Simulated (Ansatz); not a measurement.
The parent structure is an 8-atom supercell of TiAl3 (space group I4/mmm, No. 139; a = 3.824 Å, c = 8.560 Å) at its relaxed geometry.

Level of theory: r2SCAN (Ansatz, a first-principles code), no SOC, earlier PAW set.

One neutral defect a cell, atoms relaxed at fixed cell.

One change was made to it. Results:

The pressure goes from zero to 1.6 GPa; the largest displacement of a host atom from its site in the perfect cell is 0.04 Å.

Problem. What was done to the base?
(A) Al interstitial (started 1.80 Å from the nearest host atom), symmetric start
(B) Ti vacancy
(C) Al vacancy
(D) H interstitial (started 1.80 Å from the nearest host atom)
(E) Al interstitial (started 1.91 Å from the nearest host atom)

Solution. D, H interstitial (started 1.80 Å from the nearest host atom). For comparison, the pressure in the other runs: Al vacancy gives -2.1 GPa; Al interstitial (started 1.80 Å from the nearest host atom), symmetric start gives 25.9 GPa; Al interstitial (started 1.91 Å from the nearest host atom) gives 25.9 GPa; Ti vacancy gives -1.0 GPa.

The cell is small, so the values are those of an ordered compound at a high defect concentration; dilute-limit values will differ. Defects with a symmetric start kept the site's symmetry and may sit on a saddle; the others started slightly shaken. The final runs are not spin-polarised.
